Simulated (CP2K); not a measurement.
A self-consistent single point of As (R-3m, 2 atoms in the cell) with CP2K.

Method of the run: CP2K with PBEsol, GPW, DZVP-MOLOPT-SR-GTH basis, GTH-PBE potentials (GTH_POTENTIALS).

```
CELL_PARAMETERS angstrom
      4.23024     0.00000     0.00000
      2.61147     3.32793     0.00000
      2.61147     1.27027     3.07597
ATOMIC_POSITIONS crystal
  As 0.22443 0.22443 0.22443
  As 0.77557 0.77557 0.77557
```

Reference input (self-consistent single point, DFT PBE, GPW, DZVP-MOLOPT-SR-GTH basis, GTH-PBE potentials (GTH_POTENTIALS)): CUTOFF = 400 Ry; REL_CUTOFF = 50 Ry; SMEAR/METHOD = FERMI_DIRAC; ELECTRONIC_TEMPERATURE = 1160.45 K; KPOINTS/SCHEME = MONKHORST-PACK 9 9 9; XC_FUNCTIONAL = PBE; As/BASIS_SET = DZVP-MOLOPT-SR-GTH; As/POTENTIAL = GTH-PBE-q5; METHOD = GPW; EPS_DEFAULT = 1e-10; NGRIDS = 4; SCF_GUESS = ATOMIC. This run's input differs from it in these lines:

```diff
@@ -42,3 +42,6 @@
     &XC
-      &XC_FUNCTIONAL PBE
+      &XC_FUNCTIONAL
+        &PBE
+          PARAMETRIZATION PBESOL
+        &END PBE
       &END XC_FUNCTIONAL
```

Output (repeated stretches shortened):

```
 SCF WAVEFUNCTION OPTIMIZATION

  Step     Update method      Time    Convergence         Total energy    Change
     1 NoMix/Diag. 0.30E+00      -     0.38352168       -12.6960193144 -1.27E+01
     2 Broy./Diag. 0.30E+00      -     0.00373966       -12.6219972986  7.40E-02
     3 Broy./Diag. 0.30E+00      -     0.00716548       -12.5922208014  2.98E-02
     4 Broy./Diag. 0.30E+00      -     0.00123304       -12.5952822213 -3.06E-03
     5 Broy./Diag. 0.30E+00      -     0.00047025       -12.5950911190  1.91E-04
     6 Broy./Diag. 0.30E+00      -     0.00006541       -12.5946415354  4.50E-04
     7 Broy./Diag. 0.30E+00      -     0.00000648       -12.5944180989  2.23E-04
     8 Broy./Diag. 0.30E+00      -     0.00001049       -12.5944810627 -6.30E-05
     9 Broy./Diag. 0.30E+00      -     0.00000021       -12.5944978398 -1.68E-05
  *** SCF run converged in     9 steps ***

  Overlap energy of the core charge distribution:               0.00000000281057
  Self energy of the core charge distribution:                -27.12449920902674
  Core Hamiltonian energy:                                      6.08406715480182
  Hartree energy:                                              11.58317385660948
  Exchange-correlation energy:                                 -3.13694119250403
  Electronic entropic energy:                                  -0.00029845259139
  Fermi energy:                                                 0.22697888562257

  Total energy:                                               -12.59449783977892
  Total energy (extrapolated to T->0):                        -12.59434861348322

   [... lines left out ...]

 STRESS| Analytical stress tensor [bar]
 STRESS|                        x                   y                   z
 STRESS|      x        2.91021162574E+04  -1.08686385380E+04  -7.27055796449E+03
 STRESS|      y       -1.08686385380E+04   4.61597336771E+04  -3.53646742211E+03
 STRESS|      z       -7.27055796449E+03  -3.53646742211E+03   4.90805321180E+04
 STRESS| 1/3 Trace                                             4.14474606841E+04
```

The run converged in 9 iterations. Against the reference run the pressure goes from 5.92 to 4.14 GPa and the largest force goes from 0.755 to 0.884 eV/Å.

The starting cell comes from a database of computed structures (which also holds hypothetical and non-ambient phases and stackings), without a prior relaxation at this level. Its lattice was rescaled by a random factor within 2.5 % of one. Values carry the incompleteness of an atom-centred basis. The potentials were made for another functional than the one used. With a pressure of about 4 GPa the cell is away from its equilibrium volume at this level.
